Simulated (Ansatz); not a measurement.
Symmetric slabs, relaxed from ideal cuts in 1x1 cells, of halides: ionisation potential (eV) by functional, in Ansatz (plane waves, PAW). All structures are PBE's; the other columns are single points with references at the same level. No spin-orbit coupling, Hubbard U or dispersion. HSE06 ran on coarser k-meshes, which may carry part of its shift.

```csv
system,PBE,PBEsol,r2SCAN,HSE06
"rutile-type MgF2 (001) (cut with 2 F + Mg on top), ideal cut with outer spacing 1.55 Å",7.88,7.88,8.35,9.47
"rutile-type MgF2 (100) (cut with F on top), ideal cut with outer spacing 0.92 Å",9.90,9.90,10.46,11.60
"rutile-type MgF2 (110) (cut with F on top), ideal cut with outer spacing 1.31 Å",9.71,9.71,10.26,11.39
"fluorite (110) (cut with Ca + 2 F on top), ideal cut with outer spacing 1.95 Å",7.35,7.38,7.77,8.82
"fluorite (111) (cut with F on top), ideal cut with outer spacing 0.80 Å",8.17,8.20,8.62,9.67
```

The rows are a random draw from the class, without slabs that broke up, higher cuts of a face and adsorbates that left their site. Mean shift from PBE over these rows: PBEsol 0.01 eV (from 0.00 to 0.03, 5 rows); r2SCAN 0.49 eV (from 0.42 to 0.55, 5 rows); HSE06 1.59 eV (from 1.46 to 1.69, 5 rows).

Ansatz is a program for electronic structure.
